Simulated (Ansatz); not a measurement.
**How the bulk modulus of W (model structure, from the diamond type, Fd-3m, No. 227) moves with the method**

No measured value is used here.

```tsv
level (code)	value (GPa)	cell (Å³/atom)
LDA (Ansatz)	136	23.27
PBE (Ansatz)	?	24.77
PBEsol (Ansatz)	129	23.84
r²SCAN (Ansatz)	125	24.27
```

Complete the blanks.


- PBE (Ansatz, an electronic-structure program), value (GPa): 120

Density-functional levels without +SOC have no spin–orbit coupling. LDA, PBE, PBEsol, r²SCAN: the run has no spin polarisation, so it can have missed a magnetic state. LDA, PBE, PBEsol, r²SCAN: the bulk modulus is −V dP/dV from two relaxed cells at ±2 % in volume. Each level is taken at its own relaxed cell. Cutoffs differ between the levels. Ansatz's density-functional and Hartree–Fock values are scalar-relativistic unless marked +SOC, with PAW data made under PBE.

A model structure was made by putting elements into a prototype or built by hand; it is no filed structure, need not be a known phase, and can be a saddle point held by its symmetry.
